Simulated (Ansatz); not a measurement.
Here is the system:

```yaml
crystal:
  lattice:
    - [0.00000, 2.68974, 2.74386]
    - [2.68974, 0.00000, 2.74386]
    - [2.68974, 2.68974, 0.00000]
  atoms:
    - { symbol: Mg, position: [0.00000, 0.00000, 0.00000] }
    - { symbol: Se, position: [0.50000, 0.50000, 0.50000] }
```

These are PBEsol with spin-orbit coupling, rigid bands (plane waves, PAW; Ansatz, a first-principles code) values and carry that method's errors. Condition of this run: biaxial stress xx = yy = 2 GPa (compression positive) (the target of the relaxation). How the cell was made: cell and atoms relaxed with PBEsol, then loaded as said.

### Question
What conductivity effective mass do dilute holes have at 300 K?

### Answer
0.97 (x), 0.97 (y), 0.68 (z) mₑ.

### Question
What conductivity effective mass do dilute electrons have at 300 K?

### Answer
0.33 (x), 0.33 (y), 0.25 (z) mₑ.

### Question
And the band gap?

### Answer
1.60 eV at this level; semilocal functionals usually fall short of the measured gap.

Rigid bands, one relaxation time for all states, no polarons.
